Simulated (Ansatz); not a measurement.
We consider ZrSeS (P3m1, No. 156, 3 atoms in the cell; start mp-1215215), described by PBEsol (PAW; Ansatz, a first-principles code).

Numerical settings: plane-wave cutoff 520 eV, 12×12×6 k mesh (along the axes of the cell as run), Fermi–Dirac smearing 0.01 eV, scalar-relativistic PAW data made under PBE.

Cell (relaxed at this level):

```cif
data_SSeZr
_chemical_formula_sum 'Zr1 Se1 S1'
_space_group_name_H-M_alt 'P 1'
_space_group_IT_number 1
_cell_length_a 3.67816
_cell_length_b 3.67816
_cell_length_c 6.02358
_cell_angle_alpha 90.000
_cell_angle_beta 90.000
_cell_angle_gamma 120.000
loop_
_space_group_symop_operation_xyz
  'x, y, z'
loop_
_atom_site_label
_atom_site_type_symbol
_atom_site_fract_x
_atom_site_fract_y
_atom_site_fract_z
_atom_site_occupancy
Zr1 Zr 0.00000 0.00000 0.01326 1
Se1 Se 0.66667 0.33333 0.74135 1
S1 S 0.33333 0.66667 0.24539 1
```

Task: Estimate the band gap and smallest direct gap on the k points sampled that the calculation returns.

Result: 
* **band gap**: 0.37 eV
* **smallest direct gap on the k points sampled**: 1.17 eV

Note: the cell has widely spaced layers and the level no dispersion term, so their spacing and the moduli can rest on weak binding.

Spin–orbit coupling is not included.

Computed values are for the static lattice.

Cost on a shared machine: about 40 core-seconds (a rough figure).

A start named mp-… is a Materials Project structure, which need not be a measured phase.
